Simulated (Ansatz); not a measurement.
The starting structures come from a database of crystals and need not be the phases stable at ambient conditions.

Inside the gap of an insulator the Bloch states are evanescent, with a wavenumber k + iκ along the transport direction.

Consider the following.

```
CELL_PARAMETERS angstrom
      4.25028     0.00000     0.00000
      0.00000     4.45058     0.00000
      2.12514     0.00000     5.93554
ATOMIC_POSITIONS crystal
  Pb 0.62769 0.75000 0.74462
  Pb 0.37231 0.25000 0.25538
  Se 0.86661 0.75000 0.26678
  Se 0.13339 0.25000 0.73322
```

The cell was relaxed by PBE-D3(BJ); by r2SCAN it stands under a pressure of 1.1 GPa.

Transport runs along the normal of the first two printed cell vectors.

No gap correction and no spin-orbit coupling; mid-gap is the computed energy nearest the middle.

Problem. Give the band gap and the smallest decay constant κ at mid-gap that r2SCAN (Ansatz, a first-principles code) yields.

Solution. Gap 1.18 eV on a 8×8×8 mesh; κ = 0.099 1/Å, at (0.250, 0.000) of the in-plane reciprocal vectors. At the zone centre the slowest state has κ = 0.13 1/Å.
